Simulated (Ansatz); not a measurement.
# Convergence study of the plane-wave cutoff for ReTc (P3m1, 2 atoms in the cell)

```
ReTc
1.0
    2.74105     0.00000     0.00000
   -1.37053     2.37382     0.00000
    0.00000     0.00000     4.42695
Tc Re
1 1
Direct
  0.66667   0.33333   0.01129
  0.00000   0.00000   0.50000
```

Method: PBEsol, default PAW files made with PBE (plane waves; Ansatz, a first-principles code).

Base settings: basis.ecutwfc = 500 eV; kpoints.mp_grid.grid = 14 14 8; hamiltonian.xc = pbesol; hamiltonian.pseudopotentials = {kind: paw} (the program's default PAW files); scf.occupations.method = fermi_dirac; scf.occupations.width = 0.1 eV.

The second cell is the first with its lattice scaled by 0.98.

The mesh stays at the base's, so the ladder's end is converged at best in this setting alone.

The first pressure column holds Ansatz's estimate of the finite-basis (Pulay) stress, which hides part of the cutoff error; the other is without it.

Only quantities that move along the ladder and can be compared are tabulated.

The count of work is k-points × plane waves × bands × iterations; it is no time. 

The starting cell comes from a database of computed structures (which also holds hypothetical and non-ambient phases and stackings), without a prior relaxation at this level. Its lattice was rescaled by up to half a per cent. One atom was moved a little off its site on purpose. Spin polarisation is off.

```csv
basis.ecutwfc,free energy less the last step's (meV/atom),energy of the compressed cell less the first (meV/atom),pressure (GPa),pressure without the Pulay estimate (GPa),largest difference of a force vector from the last step's (eV/Å),count of work / last
175 eV,28174.50,-446.93,-87.12,-911.32,1.920,0.049
200 eV,15361.02,85.70,14.71,-587.89,0.959,0.060
225 eV,7536.74,252.65,35.60,-343.13,0.295,0.076
250 eV,3494.07,146.02,9.74,-189.31,0.466,0.086
275 eV,1639.60,51.70,-5.57,-104.77,0.199,0.10
300 eV,785.39,28.03,-6.42,-58.53,0.016,0.11
350 eV,159.12,46.43,-2.34,-16.91,0.013,0.15
400 eV,23.44,48.29,-2.28,-5.08,0.002,0.20
450 eV,3.44,47.80,-2.35,-2.73,0.001,0.23
500 eV,1.34,47.83,-2.35,-2.38,0.000,0.26
550 eV,1.14,47.83,-2.35,-2.36,0.000,0.31
600 eV,1.00,47.82,-2.35,-2.36,0.000,0.36
675 eV,0.86,47.82,-2.35,-2.36,0.000,0.41
750 eV,0.68,47.83,-2.35,-2.36,0.000,0.49
875 eV,0.39,47.82,-2.35,-2.35,0.000,0.64
1000 eV,0.28,47.82,-2.35,-2.36,0.000,0.76
1200 eV,0.00,47.82,-2.35,-2.35,0.000,1.0
```

Coarsest basis.ecutwfc that holds the free energy within 5 meV/atom of the last step, with all finer ones: 450 eV, at 0.23 of the last step's count of work; the step before is off by 23 meV/atom.

Coarsest basis.ecutwfc that holds the pressure without the Pulay estimate within 0.2 GPa of the last step, with all finer ones: 500 eV, at 0.26 of the last step's count of work; the step before is off by 0.37 GPa.

Coarsest basis.ecutwfc that holds the energy of the compressed cell less the first within 1 meV/atom of the last step, with all finer ones: 400 eV, at 0.20 of the last step's count of work; the step before is off by 1.4 meV/atom.

The energy difference between the two cells stays within 1 meV/atom of the last step's from 400 eV on, the total only from 600 eV on: much of the error is common to both cells and cancels.

At the lowest cutoff the pressure without the Pulay estimate lies 909 GPa under the last step's, the usual sign of Pulay stress in an incomplete plane-wave basis.

Keys are those of Ansatz 0.2.
